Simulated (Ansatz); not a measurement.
The reference is W in the bcc (W type) structure (space group Im-3m, No. 229; a = 3.1542 Å; relaxed with 0.1 eV smearing). Axes: x, y, z lie along the cube axes.

The values are results of PBEsol (Ansatz, a first-principles code), without spin-orbit coupling, not measurements.

Perturbation: biaxial strain +2.50 %, plane normal [001], relaxed out of plane (Cartesian); in-plane vectors clamped, the third vector and the atoms free.

### Question
Predict the new ratio −ε⊥/ε∥ and energy relative to the base.

### Answer
The ratio −ε⊥/ε∥ amounts to 0.73; the energy increases by 34 meV/atom.

No phonon test of stability was made. All final runs are without spin polarisation.
